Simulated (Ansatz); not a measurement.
Bond-angle distributions (per cent of the angles at each element, bins of 10°) of a relaxed model of amorphous Si16Al8O44 at 2.82 g/cm³. Level of theory: PBE, scalar-relativistic without spin-orbit coupling (plane waves to 420 eV, PAW; Ansatz, a program for electronic structure).

A CHGNet melt-quench gave the starting glass, which DFT then relaxed. O atoms were pushed apart under 1.9 Å during the dynamics, to hinder bonds among them. It is the lowest in DFT energy of 2 quenches. It is a model cell: composition and starting density were chosen by hand, and all elements were melted together. No dispersion term was used. Its density started from a set value of 2.82 and ended at 2.82 g/cm³. The quench (nominally 280 K/ps over its main leg) was far faster than any real one, so the model tends to hold more defects than a real film. A cell of this size samples the disorder only roughly. The volume was held where the preparation left it, at a PBE pressure of 5.4 GPa. Stress components on the final sampling reach 7.6 GPa.

Cut-offs for bonds: Si-Si 2.60 Å, Si-Al 2.55 Å, Si-O 1.94 Å, Al-Al 2.66 Å, Al-O 2.24 Å, O-O 1.58 Å. Two cations that share two anions don't count as bonded, nor two that share one unless they lie closer than Si-Si 2.38 Å, Si-Al 2.48 Å, Al-Al 2.59 Å.

| angle (°) | at Si | at Al | at O |
|---|---|---|---|
| 50-60 | 0 | 0 | 0 |
| 60-70 | 0 | 0 | 0 |
| 70-80 | 0 | 5 | 0 |
| 80-90 | 0 | 12 | 3 |
| 90-100 | 6 | 18 | 9 |
| 100-110 | 52 | 25 | 2 |
| 110-120 | 38 | 21 | 14 |
| 120-130 | 3 | 7 | 33 |
| 130-140 | 1 | 5 | 23 |
| 140-150 | 0 | 2 | 11 |
| 150-160 | 0 | 2 | 5 |
| 160-170 | 0 | 4 | 0 |
| 170-180 | 0 | 0 | 0 |

They go with these counts of neighbours within the cut-offs, cation contacts included: Si mean 4.0, most often 4; Al mean 4.2, most often 4; O mean 2.2, most often 2.
